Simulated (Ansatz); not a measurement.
## A computed series for hypothetical zinc blende YAs: pressure series

Consider YAs in the zinc blende structure (space group F-43m, No. 216; a = 6.391 Å; a hypothetical phase, not in the database extracts checked).

Cell and atoms are relaxed at each pressure.

Computed with Kohn–Sham DFT with the PBEsol functional, run in Ansatz (a program for electronic structure) with PAW and 420 eV plane waves, spin-orbit coupling left out.

Problem. Only one of these has no band gap. Which?
(A) pressure −2 GPa
(B) pressure 7 GPa
(C) pressure 100 GPa
(D) pressure 15 GPa
(E) pressure −1 GPa

Solution. C, pressure 100 GPa. Computed: pressure 100 GPa: zero; pressure −2 GPa: 1.52 eV; pressure −1 GPa: 1.50 eV; pressure 15 GPa: 1.20 eV; pressure 7 GPa: 1.34 eV

The mesh was chosen for an insulator and is coarse for the gapless case. Load acts through the strain it causes; cell and atoms are relaxed under it. No phonon test of stability was made. No other phases were tried under pressure. The final runs are not spin-polarised. YAs has a high density of states at the Fermi level and may be magnetic at this level. A zero or small gap of YAs under pressure 100 GPa can be the functional's error rather than a property of the material.
